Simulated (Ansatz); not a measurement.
## rock-salt ZrN (1 1 1) on wurtzite AlN (0 0 1) (film strained to the substrate, started from cuts of the bulks and a machine-learned relaxation; slabs Al6N6 and N4Zr4, which can lie off the formulas)

A periodic stack without vacuum, rock-salt ZrN (1 1 1) on wurtzite AlN (0 0 1) (film strained to the substrate, started from cuts of the bulks and a machine-learned relaxation; slabs Al6N6 and N4Zr4, which can lie off the formulas): substrate slab Al6N6, film N4Zr4, surface cells [[0, 1], [-1, 0]] and [[1, 0], [0, 1]], film strained by -3.7 and -3.7 %, outermost planes N/Al and N/Zr as cut, which need not be the usual terminations and can put a slab off its formula.

The start was prepared with a machine-learned potential, and the result is one local minimum, with the in-plane cell held and forces under 0.04 eV/Å; the film can end far from its bulk form.

Level of theory: PBE (plane waves to 420 eV, PAW; Ansatz, a first-principles code). Scalar-relativistic, without spin–orbit coupling; the runs are not spin-polarised; PBE gaps are too small against experiment. Its k-point mesh 11×11×1, Fermi–Dirac width 0.05 eV.

| Item | Result |
|---|---|
| interface area | 8.5 Å² |
| period | 26.55 Å |
| heights between the nearest atoms of the two slabs at the two interfaces | 1.89 and 2.16 Å |
| Al–Zr contacts across the interfaces within 1.22 times the sum of covalent radii | 6, mean 3.39 Å |
| N–Zr contacts across the interfaces within 1.22 times the sum of covalent radii | 1, mean 2.16 Å |
| Al–N contacts across the interfaces within 1.22 times the sum of covalent radii | 1, mean 1.89 Å |
| estimate of the barrier | withheld, since the two interfaces are unlike |
| slope of the mean potential energy in the substrate | +3.7 MV/cm × e |

```xyz
20
Lattice="3.1302 0.0000 0.0231 1.5649 2.7113 -0.0239 1.3682 -0.5672 26.5745" Properties=species:S:1:pos:R:3 pbc="T T T"
Al     1.6068     1.1805     1.6696
Al     3.1534     2.1154     4.1793
N      1.5926     1.2038     3.5793
N      3.1763     2.0768     1.0864
Al     1.5697     1.2434     6.6924
Al     3.1162     2.1793     9.2051
N      1.5555     1.2676     8.6010
N      3.1393     2.1396     6.0883
Al     1.5324     1.3077    11.7186
Al     3.0788     2.2439    14.2300
N      1.5181     1.3321    13.6275
N      3.1021     2.2038    11.1133
N      1.4999    -0.4436    16.1474
N      3.0463     0.4925    18.6505
N      4.5908     1.4319    21.4212
N      4.5709    -0.3411    24.1225
Zr     4.6216     1.3784    17.2514
Zr     4.6012    -0.3935    20.0609
Zr     3.0155     0.5460    22.7835
Zr     4.5605     1.4836    25.4985
```
